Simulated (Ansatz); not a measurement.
Start from MgInGaO4 (space group R3m, No. 160; a = 3.344 Å, c = 25.299 Å (hexagonal axes); a hypothetical phase, not in the database extracts checked).

Perturbation: a hydrostatic pressure of 0.3 GPa.

Levels (all Ansatz, an electronic-structure program, PAW): PBEsol (420 eV, no spin-orbit coupling); HSE06 (420 eV, no SOC).

The geometry is relaxed with PBEsol.

PBEsol band gap: 2.09 eV

Task: What does HSE06 give at this geometry for the band gap?

Result: The band gap goes up by 1.637 eV to 3.72 eV.

Single points use the geometry relaxed with PBEsol. HSE06 was sampled on its mesh, a few special points and the semilocal edge points, so its gap is an upper bound. Load acts through the strain it causes; cell and atoms are relaxed under it. No phonon test of stability was made.
